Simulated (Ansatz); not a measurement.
Strongest site found for several adsorbates on fcc Ni, ferromagnetic (111).

Method: PBE (plane waves to 420 eV, PAW; Ansatz, a program for electronic structure).

Counted are starts at which the adsorbate stayed whole and on top. Thin slabs; no dispersion, zero-point or thermal terms; negative values mean binding.

```
adsorbate, area an adsorbate            reference  bonded to  E_ads (eV)  shortest bond to the host (Å)
----------------------------  -------------------  ---------  ----------  -----------------------------
Sn, 48 Å²                     an atom of beta tin       3 Ni           …                           2.55
Br, 21 Å²                                ½ Br2(g)       3 Ni       -1.89                              …
NH3, 21 Å²                                 NH3(g)         Ni       -0.48                           2.05
CH3, 21 Å²                       CH4(g) − ½ H2(g)       3 Ni        0.59                           2.11
Sn, 21 Å²                     an atom of beta tin       3 Ni           …                           2.55
Si, 21 Å²                      an atom of silicon       3 Ni       -0.56                           2.22
I, 21 Å²                                  ½ I2(g)       3 Ni       -1.80                           2.58
Si, 5 Å²                       an atom of silicon       3 Ni       -0.40                           2.41
```

### Question
Fill in the missing entries.

### Answer

- Sn, 48 Å², E_ads (eV): -1.04
- Br, 21 Å², shortest bond to the host (Å): 2.43
- Sn, 21 Å², E_ads (eV): -1.03
